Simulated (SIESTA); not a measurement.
Checking a run of SIESTA on Ca₄IrN₄ (P-1, 18 atoms in the cell). The aim is a self-consistent single point with DFT, GGA PBEsol, numerical atomic orbitals DZP, PseudoDojo PBEsol standard norm-conserving potentials (rewritten from UPF to PSML).

Cell that was meant: a = 5.9902 Å, b = 6.1526 Å, c = 8.3832 Å, α = 88.79°, β = 72.28°, γ = 70.34°.

Part of the input:

```
OccupationFunction           MP
OccupationMPOrder            1
ElectronicTemperature        50.0 meV
NetCharge                    1.0

MaxSCFIterations             150
SCF.Mixer.Method             Broyden
```

The program printed (abridged):

```
reinit: Reading from file input.fdf

reinit: System Name: Ca4IrN4
reinit: System Label: siesta

   [... lines left out ...]
outcell: Cell angles (23,13,12) (deg):     88.7877     72.2833     70.3411
outcell: Cell volume (Ang**3)        :    276.0183
new_DM -- step:     1
Initializing Density Matrix...

Attempting to read DM from file... Failed...
DM filled with atomic data:
Note: For starting DM, Qtot, Tr[D*S] =        153.00000000        154.00000000

InitMesh: MESH = 64 x 72 x 90 = 414720
InitMesh: Mesh cutoff (required, used) =   350.000   353.949 Ry

stepf: Methfessel-Paxton step function
       Using Hermite-Gauss polynomials of order  1
        iscf     Eharris(eV)        E_KS(eV)     FreeEng(eV)     dDmax    Ef(eV) dHmax(eV)
   scf:    1   -16466.007467   -16770.515506   -16770.513838  1.599403 -3.187441 40.297489
   scf:    2   -14556.661652   -16201.206140   -16201.204862  2.892528 -1.993260102.892071
   scf:    3   -17168.991246   -16864.363705   -16864.365155  2.863943 -5.515249 22.682963
   scf:    4   -16899.528372   -16884.117019   -16884.117492  0.115782 -5.394262 13.679322
   scf:    5   -16891.785337   -16888.167931   -16888.168552  0.063736 -5.279609 11.097830
   [... 14 lines left out ...]
   scf:   20   -16895.996612   -16895.996611   -16895.998443  0.000022 -4.671553  0.000369
   scf:   21   -16895.996612   -16895.996612   -16895.998443  0.000015 -4.671553  0.000283
   scf:   22   -16895.996612   -16895.996612   -16895.998443  0.000012 -4.671552  0.000217
   scf:   23   -16895.996612   -16895.996612   -16895.998443  0.000010 -4.671553  0.000166
SCF Convergence by DM+H criterion
max |DM_out - DM_in|         :     0.0000096275
max |H_out - H_in|      (eV) :     0.0001655752
SCF cycle converged after 23 iterations

Using DM_out to compute the final energy and forces

siesta: E_KS(eV) =           -16895.9966

siesta: E_KS - E_eggbox =    -16895.9966

siesta: Atomic forces (eV/Ang):
     1    0.065061    0.377152    0.358694
     2   -0.065060   -0.377152   -0.358692
     3   -0.453384   -0.355158    0.326544
   [... 15 lines left out ...]
   Tot   -0.000000   -0.000000    0.000000
   Max    0.624516
   Res    0.330697    sqrt( Sum f_i^2 / 3N )
   Max    0.624516    constrained

Stress tensor Voigt[x,y,z,yz,xz,xy] (kbar):      -56.39      -59.55      -79.20        8.74        5.21       -5.38
   [... lines left out ...]
siesta: FreeEng =    -16895.998443
   [... lines left out ...]
siesta:    -0.003357   -0.037167    0.005453
siesta:     0.003250    0.005453   -0.049435

siesta: Cell volume =        276.018261 Ang**3

siesta: Pressure (static):
siesta:                Solid            Molecule  Units
siesta:           0.00044218          0.00052589  Ry/Bohr**3
siesta:           0.04059944          0.04828473  eV/Ang**3
siesta:          65.04746937         77.36067243  kBar
```

Task: Is anything amiss in this input, and did it matter?

Result: The run is not sound. The fault is an unintended net charge. A charged periodic cell changes the electron count and is neutralised by a uniform background, so energy, forces and pressure belong to another system. To fix it, remove the charge. The run converged in 23 iterations without an error; against the sound input the pressure goes from 5.81 to 6.50 GPa and the largest force goes from 0.616 to 0.737 eV/Å. The full log also holds: “madelung: WARNING: Charged system, but not an atom or molecule.” and “madelung: WARNING: Energy correction terms can not be applied.”.

The sound input it was made from differs as follows (other fixes are possible):
```diff
-NetCharge                    1.0
```

With that input, the run converged in 22 iterations: free energy E − TS -16900.5278 eV; Fermi level (on the code's own zero) -4.40 eV; pressure 5.81 GPa; largest force (vector length) 0.616 eV/Å (DFT, GGA PBEsol, numerical atomic orbitals DZP, PseudoDojo PBEsol standard norm-conserving potentials (rewritten from UPF to PSML)).

On the sound input: the starting cell comes from a database of computed structures (which also holds hypothetical and non-ambient phases and stackings), without a prior relaxation at this level. Spin polarisation is off. Values carry the incompleteness of an atom-centred basis. With a pressure of about 6 GPa the cell is away from its equilibrium volume at this level.
